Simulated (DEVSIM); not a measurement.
Structure: n-channel Si fully depleted SOI MOSFET with Al2O3, at 300 K.

```yaml
gate_length: 60 nm
source_drain_length: 48 nm
dielectric_thickness: 3.2 nm
lateral_straggle: 3.4 nm
underlap: 0 nm
body_thickness: 12.8 nm
buried_oxide: 25 nm
gate_work_function: 4.41 eV
source_and_drain_doping: 7.1e19 cm⁻³, Gaussian tails under the gate
body_doping: 2e16 cm⁻³
lifetime: 2e-8 s
supply: 1 V
back_work_function: 4.99 eV
back_or_body_bias: -1 V
```

All mobilities are scaled by 1; velocity saturation, μ/(1 + (μE/vsat)^b)^(1/b) with b = 2 for electrons and 1 for holes and E the electric field along each mesh edge, is on. Mobility is μmin + (μ − μmin)/(1 + (N/Nref)^α).

The device is made up for the run: typed textbook-type constants, with dimensions and the other settings drawn at random. Values at 300 K.

Si: gap (eV) 1.124, affinity (eV) 4.05, permittivity 11.7, Nc (cm⁻³) 2.86e19, Nv (cm⁻³) 3.1e19, μn (cm²/Vs) 1417, μp (cm²/Vs) 470, μn,min 52, μp,min 45, Nref,n 9.7e16, Nref,p 2.2e17, αn 0.68, αp 0.72, vsat,n (cm/s) 1e7, vsat,p (cm/s) 8.4e6. Al2O3: gap (eV) 6.8, affinity (eV) 1.35, permittivity 9. SiO2: gap (eV) 9, affinity (eV) 0.9, permittivity 3.9.

Simulated with DEVSIM: 2D drift-diffusion, Boltzmann statistics, complete ionisation; no quantum confinement, tunnelling, impact ionisation, self-heating, contact resistance or fringe fields beside the gate. Metal contacts follow the ideal Schottky-Mott rule: no Fermi-level pinning, no interface dipoles.

Transfer curves, |Id| in μA/μm:

```tsv
Vg (V)	Vd = 0.05 V	Vd = 1 V
-0.3	4.774e-8	6.683e-7
-0.25	2.065e-7	2.674e-6
-0.2	9.050e-7	1.077e-5
-0.15	4.018e-6	4.375e-5
-0.1	1.805e-5	0.0001796
-0.05	8.201e-5	0.0007453
0	0.0003760	0.003129
0.05	0.001738	0.01327
0.1	0.008084	0.05671
0.15	0.03770	0.2429
0.2	0.1753	1.028
0.25	0.7993	4.120
0.3	3.412	14.24
0.35	12.16	38.47
0.4	31.55	79.57
0.45	59.19	134.1
0.5	88.46	198.0
0.55	115.2	268.4
0.6	138.2	343.5
0.65	157.7	422.3
0.7	174.4	504.1
0.75	188.7	588.2
0.8	201.3	674.4
0.85	212.3	762.2
0.9	222.2	851.4
0.95	231.0	941.8
1	239.0	1033
```

Problem. Work out the subthreshold swing at low drain bias from the rows at 0.1 and 0.15 V, and compare it with the thermal limit.

Solution. log10(0.03770/0.008084) = 0.669 over 50.0 mV, so S = 74.8 mV/decade. The limit kT/q ln 10 is 59.5 mV/decade; the ratio is 1.26. This is the steepest step of the table.

Problem. Find both thresholds at the constant current 0.1 μA × (1 μm/L) a micrometre, and the DIBL.

Solution. The current is 1.67 μA/μm. Interpolating ln Id gives 0.275 V and 0.217 V; their difference over the 0.95 V of drain bias is 61 mV/V.

Problem. Give the natural length λ = √(ε_body t_body t_ox / (ε_ox)) and the gate length in units of it.

Solution. λ = 7.30 nm and L/λ = 8.2. The formula is that for thin layers, and L is the gate's length, not the shorter one between the doping tails.

Source and drain are degenerate, where Boltzmann statistics are only rough. The electric field that drives the saturation includes the junctions' built-in field, which lowers the mobility there even at small currents: subthreshold currents come out too low, a known weakness of this choice.
